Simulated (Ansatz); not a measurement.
Base system: CsPbCl3 in the cubic perovskite structure (space group Pm-3m, No. 221).

```xyz
5
Lattice="5.6188 0.0000 0.0000 0.0000 5.6188 0.0000 0.0000 0.0000 5.6188" Properties=species:S:1:pos:R:3 pbc="T T T"
Cs     0.0000     0.0000     0.0000
Pb     2.8094     2.8094     2.8094
Cl     2.8094     0.0000     2.8094
Cl     0.0000     2.8094     2.8094
Cl     2.8094     2.8094     0.0000
```

Cartesian axes are those of the cell as printed.

Computed with PBEsol in Ansatz (plane waves to 420 eV, PAW, without spin-orbit coupling).

Strains are applied to the cell and any free atomic positions relax.

One change was made to it. Results:

| quantity | base | after |
|---|---|---|
| electron mass | – | 0.11 mₑ along z, 0.83 mₑ across (at R) |
| pressure (mean of the normal stresses, compression positive) | 0.00 GPa | -0.28 GPa |
| energy relative to the base (free energy F) | 0 meV/atom | +0.9 meV/atom |

Question: Name the change that was made.
A. uniaxial strain ε_zz = +2.40 %
B. uniaxial strain ε_zz = +3.00 %
C. uniaxial strain ε_zz = +1.20 %

Answer: C, uniaxial strain ε_zz = +1.20 %. For comparison, the electron mass in the other runs: uniaxial strain ε_zz = +2.40 % gives 0.11 mₑ along z, 0.84 mₑ across (at R); uniaxial strain ε_zz = +3.00 % gives 0.11 mₑ along z, 0.84 mₑ across (at R).

With Pb present, leaving out spin-orbit coupling can change the band edges. The levels and masses belong to the bands next to the band gap. Effective masses come from finite differences of ±0.01 Å⁻¹. Stability against distortions was not tested. Many cubic perovskites are stable only at high temperature; tilts and polar distortions were not tested. This is not the structure that CsPbCl3 has at room temperature and ambient pressure.

Ansatz is an electronic-structure program.
